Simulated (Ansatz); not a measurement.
# A computed series for C: point defects

Consider an 8-atom supercell of C in the diamond structure (space group Fd-3m, No. 227; a = 3.560 Å) at its relaxed geometry.

One neutral defect a cell, atoms relaxed at fixed cell.

Level of theory: Kohn–Sham DFT with the r2SCAN functional, run in Ansatz (a program for electronic structure) with PAW and 500 eV plane waves, no SOC, earlier PAW set.

For the base:

```
Item        Value
--------  -------
Pressure  0.0 GPa
```

**Question.** The aim is a pressure between 59.6 GPa and 64.9 GPa. Which of these changes reaches it?
(A) C interstitial (started 1.45 Å from the nearest host atom)
(B) Pb on a C site
(C) C vacancy
(D) Li interstitial (started 1.45 Å from the nearest host atom)

**Answer.** D, Li interstitial (started 1.45 Å from the nearest host atom). It gives 63.3 GPa; C vacancy gives -0.6 GPa; C interstitial (started 1.45 Å from the nearest host atom) gives 120.0 GPa; Pb on a C site gives 234.6 GPa. Changes not listed may reach it too

Other magnetic orders, which the real material may have, were not ruled out. In so small a cell the defect repeats every few ångströms: this is an ordered compound, not a dilute defect. The mesh was chosen for an insulator and is coarse for the gapless case. Seeded moments were not kept for Li interstitial (started 1.45 Å from the nearest host atom), C vacancy, C interstitial (started 1.45 Å from the nearest host atom) and Pb on a C site.
